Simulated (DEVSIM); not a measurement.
Structure: Ni/SiO2/n-Si capacitor, at 300 K.

| layer (left to right) | material | thickness (nm) | Nd (cm⁻³) |
|---|---|---|---|
| 1 | SiO2 | 56.0 | - |
| 2 | Si | 11000 | 2.8e15 |

Metal gate on the left, work function 5.1 eV. Fixed charge at the semiconductor interface 4.2e10 cm⁻² (in units of +e); no interface traps.

This is a model device: material constants are rounded textbook-type values typed into the input, and sizes, dopings and lifetimes were drawn at random. Values at 300 K.

```tsv
parameter	SiO2	Si
gap (eV)	9	1.124
affinity (eV)	0.9	4.05
permittivity	3.9	11.7
Nc (cm⁻³)	-	2.86e19
Nv (cm⁻³)	-	3.1e19
```

Simulated with DEVSIM: 1D Poisson equation in equilibrium, Boltzmann statistics, complete ionisation; no quantum confinement or tunnelling. Metal contacts follow the ideal Schottky-Mott rule: no Fermi-level pinning, no interface dipoles.

Base results: flat-band voltage (V) 0.70; threshold voltage (band bending 2φF) (V) -0.34; minimum of the low-frequency capacitance (μF/cm²) 0.0160.

Problem. What follows from this one change: substrate doping 2.8e+15 → 5.6e+15 cm^-3?

Solution. flat-band voltage 0.70 → 0.72 V; threshold voltage (band bending 2φF) -0.34 → -0.54 V; minimum of the low-frequency capacitance 0.0160 → 0.0200 μF/cm².

Problem. What follows from this one change: gate work function 5.1 → 5.25 eV?

Solution. flat-band voltage 0.70 → 0.85 V; threshold voltage (band bending 2φF) -0.34 → -0.19 V; minimum of the low-frequency capacitance little changed (0.0163 μF/cm²).

Problem. What follows from this one change: interface trap density 0 → 1e+12 cm^-2 eV^-1?

Solution. flat-band voltage 0.70 → 0.96 V; threshold voltage (band bending 2φF) -0.34 → -1.76 V; minimum of the low-frequency capacitance 0.0160 → 0.0461 μF/cm².
